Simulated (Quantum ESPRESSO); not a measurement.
# Habitual settings against a tight run: Zr₄FeNi (I422, 6 atoms in the cell)

Self-consistent single point.

```yaml
crystal:
  lattice:
    - [-3.25298, 3.25298, 2.80556]
    - [3.25298, -3.25298, 2.80556]
    - [3.25298, 3.25298, -2.80556]
  atoms:
    - { symbol: Zr, position: [0.91998, 0.41998, 0.83996] }
    - { symbol: Zr, position: [0.41998, 0.58002, 0.50000] }
    - { symbol: Zr, position: [0.58002, 0.08002, 0.16004] }
    - { symbol: Zr, position: [0.08002, 0.91998, 0.50000] }
    - { symbol: Fe, position: [0.00000, 0.00000, 0.00000] }
    - { symbol: Ni, position: [0.50000, 0.50000, 0.00000] }
```

Level of theory: PBEsol, PSlibrary PAW (PBE) pseudopotentials (plane waves; Quantum ESPRESSO 7.5).

Base settings: ecutwfc = 55 Ry; ecutrho = 330 Ry; occupations = smearing; smearing = marzari-vanderbilt; degauss = 0.019992 Ry; input_dft = pbesol; K_POINTS = automatic 7 7 7 0 0 0; conv_thr = 1e-11 Ry.

Tight run (finer mesh or higher cutoff; not a proven limit): ecutwfc: 55 Ry → 77 Ry; ecutrho: 330 Ry → 462 Ry; conv_thr: 1e-11 Ry → 7.3e-11 Ry; K_POINTS: automatic 7 7 7 0 0 0 → automatic 10 10 10 0 0 0. It gave Fermi level (on the code's own zero) 13.16 eV; pressure -11.71 GPa; largest force (vector length) 0.346 eV/Å.

Quick runs, as changes from the base:
- A: the base itself
- B: ecutwfc: 55 Ry → 28 Ry; ecutrho: 330 Ry → 168 Ry; smearing: marzari-vanderbilt → fermi-dirac; K_POINTS: automatic 7 7 7 0 0 0 → automatic 4 4 4 0 0 0
- C: ecutwfc: 55 Ry → 33 Ry; ecutrho: 330 Ry → 198 Ry; K_POINTS: automatic 7 7 7 0 0 0 → automatic 3 3 3 0 0 0
- D: ecutwfc: 55 Ry → 28 Ry; ecutrho: 330 Ry → 168 Ry; smearing: marzari-vanderbilt → methfessel-paxton; degauss: 0.019992 Ry → 0.036749 Ry; conv_thr: 1e-11 Ry → 7.3e-05 Ry; K_POINTS: automatic 7 7 7 0 0 0 → automatic 8 8 8 1 1 1
- E: ecutwfc: 55 Ry → 33 Ry; ecutrho: 330 Ry → 198 Ry; input_dft: pbesol → default; pseudopotentials: {Zr: Zr.pbe-spn-kjpaw_psl.1.0.0.UPF, Fe: Fe.pbe-n-kjpaw_psl.1.0.0.UPF, Ni: Ni.pbe-n-kjpaw_psl.1.0.0.UPF} → {Zr: Zr.pz-spn-kjpaw_psl.1.0.0.UPF, Fe: Fe.pz-n-kjpaw_psl.1.0.0.UPF, Ni: Ni.pz-n-kjpaw_psl.1.0.0.UPF}; K_POINTS: automatic 7 7 7 0 0 0 → automatic 1 1 1 0 0 0 [LDA (PZ)]
- F: ecutwfc: 55 Ry → 44 Ry; ecutrho: 330 Ry → 264 Ry; K_POINTS: automatic 7 7 7 0 0 0 → automatic 2 2 2 1 1 1

Energies are extrapolated to zero smearing width, which holds to low order in the width alone (under cold and Methfessel-Paxton smearing the free energy itself is taken).

Dashes: pressure of D, not trusted under this conv_thr with d or f elements; energy of E, another energy zero.

† marks runs with another functional, U, potentials or spin treatment: their distance from the tight run is not a convergence error alone.

The count of work is k-points × plane waves × bands × iterations; it is no time. Core times come from one kind of shared machine and are given to one figure; runs under 30 s give none.

The starting cell comes from a database of computed structures (which also holds hypothetical and non-ambient phases and stackings), without a prior relaxation at this level. Its lattice was rescaled by a random factor within 2.5 % of one. Spin polarisation is off. In the base run, with a pressure of about -12 GPa the cell is away from its equilibrium volume at this level.

```tsv
run	energy less tight (meV/atom)	pressure less tight (GPa)	largest miss in a force vector (eV/Å)	count of work / tight	core time / tight (rough)
A	12.2	-0.12	0.000	0.25	0.2
B	421.6	-15.83	0.301	0.028	0.04
C	123.8	-4.54	0.119	0.018	0.04
D	423.1	–	0.143	0.072	0.08
E†	–	-7.68	1.222	0.0037	0.03
F	68.6	0.52	0.149	0.014	0.04
```

Among the runs at the tight run's level, the energy misses run from 12.2 to 423.1 meV/atom.
